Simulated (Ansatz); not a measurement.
## A computed series for Si: pressure series

Start from Si (space group Ia-3, No. 206; a = 6.602 Å).

Cell and atoms are relaxed at each pressure.

Calculations: PBEsol (Ansatz, a first-principles code; PAW; 420 eV plane waves; no spin-orbit coupling).

Two rows of this table had their results exchanged by mistake.

```json
[
 {"pressure": "pressure −2 GPa", "volume per atom (Å³)": "18.40", "shortest distance (Å)": "2.345", "band gap": "zero"},
 {"pressure": "pressure −1 GPa", "volume per atom (Å³)": "18.18", "shortest distance (Å)": "2.342", "band gap": "zero"},
 {"pressure": "pressure 0.3 GPa", "volume per atom (Å³)": "17.92", "shortest distance (Å)": "2.339", "band gap": "zero"},
 {"pressure": "pressure 0.7 GPa", "volume per atom (Å³)": "16.75", "shortest distance (Å)": "2.310", "band gap": "zero"},
 {"pressure": "pressure 1.5 GPa", "volume per atom (Å³)": "17.70", "shortest distance (Å)": "2.336", "band gap": "zero"},
 {"pressure": "pressure 3 GPa", "volume per atom (Å³)": "17.44", "shortest distance (Å)": "2.334", "band gap": "zero"},
 {"pressure": "pressure 5 GPa", "volume per atom (Å³)": "17.11", "shortest distance (Å)": "2.329", "band gap": "zero"},
 {"pressure": "pressure 7.5 GPa", "volume per atom (Å³)": "17.85", "shortest distance (Å)": "2.338", "band gap": "zero"},
 {"pressure": "pressure 10 GPa", "volume per atom (Å³)": "16.42", "shortest distance (Å)": "2.293", "band gap": "zero"}
]
```

Which two?

The rows for pressure 0.7 GPa and pressure 7.5 GPa: the volume has to fall steadily with pressure, so 17.85 Å³ belongs to pressure 0.7 GPa and 16.75 Å³ to pressure 7.5 GPa.

Load acts through the strain it causes; cell and atoms are relaxed under it. Whether these cells are dynamically stable was not tested. Competing high-pressure phases were not computed. This is not the structure that Si has at room temperature and ambient pressure. A zero or small gap of Si can be the functional's error rather than a property of the material.
